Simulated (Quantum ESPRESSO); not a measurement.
Band structure of Nb (Im-3m, 1 atom in the cell).

```
Nb
1.0
   -1.67225     1.67225     1.67225
    1.67225    -1.67225     1.67225
    1.67225     1.67225    -1.67225
Nb
1
Direct
  0.00000   0.00000   0.00000
```

Level of theory: PBE, SSSP 1.1.2 efficiency (PBE) pseudopotentials (plane waves; Quantum ESPRESSO 7.5).

Settings: ecutwfc = 50 Ry; ecutrho = 400 Ry; occupations = smearing; smearing = cold; degauss = 0.0036749 Ry; potentials = {Nb: Nb.pbe-spn-kjpaw_psl.0.3.0.UPF}; K_POINTS = automatic 18 18 18 0 0 0; nbnd = 19; conv_thr = 1e-11 Ry; mixing_beta = 0.7.

The starting cell comes from a database of computed structures (which also holds hypothetical and non-ambient phases and stackings), without a prior relaxation at this level. Its lattice was rescaled by a random factor within 2.5 % of one. Spin polarisation is off.

Levels in eV from the Fermi level, bands 3 to 10:
```
point       3       4      5      6      7     8     9    10
-----  ------  ------  -----  -----  -----  ----  ----  ----
Γ      -29.77  -29.77  -5.82   0.40   0.40  0.40  3.19  3.19
H      -30.60  -30.60  -3.49  -3.49   5.37  5.37  5.37  8.81
N      -30.16  -29.78  -3.54  -1.53   2.14  3.20  3.85  6.10
P      -30.38  -30.38  -1.05  -1.05  -1.05  3.97  3.97  9.11
```

Bands cross the Fermi level along this path, so the cell is metallic at this level.
